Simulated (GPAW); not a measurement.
# GPAW run on VBiO4 (I4_1/a, 12 atoms in the cell): self-consistent single point

Method of the run: PBE, LCAO dzp, GPAW PAW datasets PBE (gpaw-data 1.0.1) (GPAW).

This input was run:

```python
from ase import Atoms
from gpaw import GPAW

atoms = Atoms(['V', 'V', 'Bi', 'Bi', 'O', 'O', 'O', 'O', 'O', 'O', 'O', 'O'],
              cell=[[-2.561055, 2.561055, 5.796065],
                    [2.561055, -2.561055, 5.796065],
                    [2.561055, 2.561055, -5.796065]],
              positions=[[0.000000, 0.000000, 5.796065],
                         [2.561055, 0.000000, 2.898032],
                         [0.000000, 0.000000, 0.000000],
                         [-0.000000, 2.561055, 2.898032],
                         [3.283426, 1.280425, -0.917285],
                         [3.841685, 0.722371, 1.980747],
                         [-0.722371, 1.280630, 4.878780],
                         [1.280425, -0.722371, 1.980747],
                         [1.838684, 1.280630, 3.815318],
                         [1.280425, 1.838684, 0.917285],
                         [3.283426, -1.280630, 3.815318],
                         [1.280630, 0.722371, 6.713350]],
              pbc=True)

calc = GPAW(mode='lcao',
            h=0.2,
            basis='dzp',
            xc='PBE',
            kpts={'size': (4, 4, 4), 'gamma': True},
            occupations={'name': 'fermi-dirac', 'width': 0.0},
            convergence={'forces': 0.001},
            symmetry={'symmorphic': False, 'tolerance': 0.0005},
            maxiter=100,
            txt='-')

atoms.calc = calc

energy = atoms.get_potential_energy()
print('Energy (eV):', round(energy, 6))
forces = atoms.get_forces()
print('Forces (eV/Ang):')
print(forces.round(5))
```

Output (repeated stretches shortened):

```
Input parameters:
  basis: dzp
  convergence: {forces: 0.001}
  h: 0.2
  kpts: {gamma: True,
         size: (4, 4, 4)}
  maxiter: 100
  mode: lcao
  occupations: {name: fermi-dirac,
                width: 0.0}
  symmetry: {symmorphic: False,
             tolerance: 0.0005}
  xc: PBE

species:
  V:
    name: Vanadium
    Z: 23.0
    valence: 13
    core: 10
    charge: 0.0
    file: V.PBE.gz

    # LCAO basis set for V:
    #   Name: dzp
    #   File: V.dzp.basis.gz
    #   Number of radial functions: 11
    #   Number of spherical harmonics: 29
    #     l=0, rc=3.2656 Bohr: 3s-sz confined orbital
    #     l=0, rc=9.5312 Bohr: 4s-sz confined orbital
    #     l=1, rc=3.6719 Bohr: 3p-sz confined orbital
    #     l=1, rc=12.8750 Bohr: 4p-sz confined orbital
    #     l=2, rc=6.0938 Bohr: 3d-sz confined orbital
    #     l=0, rc=2.0625 Bohr: 3s-dz split-valence wave
    #     l=0, rc=5.7656 Bohr: 4s-dz split-valence wave
    #     l=1, rc=2.4062 Bohr: 3p-dz split-valence wave
    #     l=1, rc=7.8906 Bohr: 4p-dz split-valence wave
    #     l=2, rc=3.6562 Bohr: 3d-dz split-valence wave
    #     l=1, rc=9.5312 Bohr: p-type Gaussian polarization
    #   Number of RI-basis functions 0

  Bi:
    name: Bismuth
    Z: 83.0
    valence: 15
    core: 68
    charge: 0.0
    file: Bi.PBE.gz

    # LCAO basis set for Bi:
    #   Name: dzp
    #   File: Bi.dzp.basis.gz
    #   Number of radial functions: 7
    #   Number of spherical harmonics: 23
    #     l=0, rc=6.4219 Bohr: 6s-sz confined orbital
    #     l=1, rc=8.9531 Bohr: 6p-sz confined orbital
    #     l=2, rc=4.2344 Bohr: 5d-sz confined orbital
    #     l=0, rc=3.6406 Bohr: 6s-dz split-valence wave
    #     l=1, rc=5.3281 Bohr: 6p-dz split-valence wave
    #     l=2, rc=2.7812 Bohr: 5d-dz split-valence wave
    #     l=2, rc=8.9531 Bohr: d-type Gaussian polarization
    #   Number of RI-basis functions 0

  O:
    name: Oxygen
    Z: 8.0
    valence: 6
   [... lines left out ...]
   1 V      2.561055    0.000000    2.898032    ( 0.0000,  0.0000,  0.0000)
   2 Bi     0.000000    0.000000    0.000000    ( 0.0000,  0.0000,  0.0000)
   3 Bi    -0.000000    2.561055    2.898032    ( 0.0000,  0.0000,  0.0000)
   4 O      3.283426    1.280425   -0.917285    ( 0.0000,  0.0000,  0.0000)
   5 O      3.841685    0.722371    1.980747    ( 0.0000,  0.0000,  0.0000)
   6 O     -0.722371    1.280630    4.878780    ( 0.0000,  0.0000,  0.0000)
   7 O      1.280425   -0.722371    1.980747    ( 0.0000,  0.0000,  0.0000)
   8 O      1.838684    1.280630    3.815318    ( 0.0000,  0.0000,  0.0000)
   9 O      1.280425    1.838684    0.917285    ( 0.0000,  0.0000,  0.0000)
  10 O      3.283426   -1.280630    3.815318    ( 0.0000,  0.0000,  0.0000)
  11 O      1.280630    0.722371    6.713350    ( 0.0000,  0.0000,  0.0000)

Unit cell:
           periodic     x           y           z      points  spacing
  1. axis:    yes   -2.561055    2.561055    5.796065    24     0.1952
  2. axis:    yes    2.561055   -2.561055    5.796065    24     0.1952
  3. axis:    yes    2.561055    2.561055   -5.796065    24     0.1509

  Lengths:   6.834645   6.834645   6.834645
  Angles:  135.986404 135.986404  64.001356

Effective grid spacing dv^(1/3) = 0.2224
     iter     time        total  log10-change:
                         energy   eigst   dens  force
iter:   1 --:--:--   -84.577925        c
iter:   2 --:--:--   -81.599080        c -1.06
iter:   3 --:--:--   -77.000523        c -1.13
iter:   4 --:--:--   -84.376026        c -1.42
iter:   5 --:--:--   -80.579233        c -1.18
iter:   6 --:--:--   -78.200192        c -1.38
iter:   7 --:--:--   -75.950016        c -1.41
iter:   8 --:--:--   -75.773367        c -1.98
iter:   9 --:--:--   -75.779702        c -2.22
iter:  10 --:--:--   -75.665211        c -2.20
iter:  11 --:--:--   -75.654952        c -2.71
iter:  12 --:--:--   -75.652598c       c -3.06
iter:  13 --:--:--   -75.652578c       c -3.29
iter:  14 --:--:--   -75.652357c       c -3.52
iter:  15 --:--:--   -75.652355c       c -4.16c
iter:  16 --:--:--   -75.652353c       c -4.30c -2.47
iter:  17 --:--:--   -75.652353c       c -4.33c -1.99
iter:  18 --:--:--   -75.652353c       c -4.45c -3.18c
Converged after 18 iterations.

Dipole moment: (9.192723, -9.057621, -3.685265) |e|*Ang

Energy contributions relative to reference atoms: (reference = -1237664.575439)

Kinetic:       +104.419948
Potential:     -113.298613
External:        +0.000000
XC:             -77.138861
Entropy (-ST):   +0.000000
Local:          +10.365174
SIC:             +0.000000
--------------------------
Free energy:    -75.652353
Extrapolated:   -75.652353

Showing only first 2 kpts
 Kpt  Band  Eigenvalues  Occupancy
  0    50      4.66793    2.00000
  0    51      4.88271    2.00000
  0    52      7.62092    0.00000
  0    53      8.09894    0.00000

  1    50      4.74526    2.00000
  1    51      5.26130    2.00000
  1    52      7.80091    0.00000
  1    53      7.89805    0.00000

Fermi level: 6.36064

Gap: 2.111 eV
Transition (v -> c):
  (s=0, k=8, n=51, [0.50, 0.25, 0.00]) -> (s=0, k=2, n=52, [0.25, -0.25, 0.25])
Direct/indirect transitions are different
Direct gap: 2.120 eV
Transition at: (s=0, k=2, n=51, [0.25, -0.25, 0.25])
Energy (eV): -75.652353

Forces in eV/Ang:
  0 V     0.00000    0.00000    0.00000
  1 V     0.00000    0.00000    0.00000
  2 Bi    0.00000    0.00000    0.00000
  3 Bi    0.00000    0.00000    0.00000
  4 O     0.21106   -0.51471   -0.50783
  5 O     0.51471    0.21106   -0.50783
  6 O    -0.21106    0.51471   -0.50783
  7 O    -0.51471   -0.21106   -0.50783
  8 O    -0.21106    0.51471    0.50783
  9 O    -0.51471   -0.21106    0.50783
 10 O     0.21106   -0.51471    0.50783
 11 O     0.51471    0.21106    0.50783
```

The run converged in 18 iterations.

The starting cell comes from a database of computed structures (which also holds hypothetical and non-ambient phases and stackings), without a prior relaxation at this level. Spin-orbit coupling is off. Values carry the incompleteness of an atom-centred basis.

Cost on one core of a shared machine: roughly 5 min.
